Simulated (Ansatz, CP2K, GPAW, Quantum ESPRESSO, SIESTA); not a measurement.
# One structure in several programs: CuPdO2 (Pmmm, 4 atoms in the cell)

Self-consistent single point.

```
CELL_PARAMETERS angstrom
      2.93688     0.00000     0.00000
      0.00000     3.01990     0.00000
      0.00000     0.00000     5.26509
ATOMIC_POSITIONS crystal
  Cu 0.50000 0.50000 0.50000
  Pd 0.00000 0.00000 0.00000
  O  0.00000 0.50000 0.74049
  O  0.00000 0.50000 0.25951
```

Shared settings, as Ansatz (a first-principles code) writes them: kpoints.mp_grid.grid = 11 11 6; scf.occupations.method = gaussian; scf.occupations.width = 0.0037 Ry. Potentials and cutoffs stand in the table.

```tsv
code	model	pressure (GPa)	largest force (eV/Å)	cutoff
Quantum ESPRESSO	PBEsol, SSSP 1.1.2 efficiency (PBE) pseudopotentials	-2.51	0.070	60 Ry
GPAW	PBEsol, GPAW PAW datasets PBEsol (made by gpaw-setup)	–	0.210	900 eV
Ansatz	PBEsol, PAW files made with PBE	-2.97	0.102	default
CP2K	PBEsol, GPW, DZVP-MOLOPT-SR-GTH basis, GTH-PBE potentials (GTH_POTENTIALS)	0.53	0.121	grid 600 Ry
SIESTA	GGA PBEsol, numerical atomic orbitals DZP, PseudoDojo PBEsol standard norm-conserving potentials (rewritten from UPF to PSML)	-2.13	0.048	grid 350 Ry
```

A dash marks a value that a program does not give, or that is left out as unsure.

On Ansatz's run: spin polarisation is off; with an odd number of electrons in the cell that forces a metal, and a magnetic state may lie lower.

The spread over the programs that give each value: pressure within 3.50 GPa; largest force within 0.162 eV/Å.

CP2K and SIESTA use small atom-centred bases, whose incompleteness enters pressures, forces and empty levels differently from a plane-wave cutoff. Ansatz's pressure is given at a fixed set of plane waves, as the other plane-wave codes print theirs; with its correction for the finite basis it is -2.58 GPa (the shift of 0.39 GPa shows how far the cutoff is from converged). The pressure of GPAW is left out: its cutoff lies under the one at which its stress was checked. In the pressure, CP2K (by 3.27) lies more than 1 GPa from the median of the plane-wave programs. In the force vectors, GPAW (by 0.109) lies more than 0.08 eV/Å from the median of the plane-wave programs.

The starting cell comes from a database of computed structures (which also holds hypothetical and non-ambient phases and stackings), without a prior relaxation at this level.

Left out of this page: Elk (not drawn, or without a comparable value).

Keys are those of Ansatz 0.2.
